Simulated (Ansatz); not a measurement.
MgZn₂ (P6₃/mmc, No. 194) was calculated with LDA (plane waves, PAW; Ansatz, a program for electronic structure).

Numerical settings: plane-wave cutoff 520 eV, 12×12×8 k mesh (along the axes of the cell as run), Fermi–Dirac smearing 0.05 eV, scalar-relativistic PAW data made under PBE.

The cell is scaled about its equilibrium volume:

Shape and atoms are relaxed at each volume.

| V (Å³/atom) | P (GPa) | c (Å) | a (Å) |
|---|---|---|---|
| 14.556 | 3.71 | 8.146 | 4.976 |
| 14.859 | 1.75 | 8.199 | 5.011 |
| 15.162 | 0.00 | 8.253 | 5.046 |
| 15.465 | -1.55 | 8.305 | 5.080 |
| 15.769 | -2.94 | 8.354 | 5.114 |

Note: the volume lies 10 % below that of the published cell; the bulk modulus comes from volumes at which shape and atoms were relaxed.
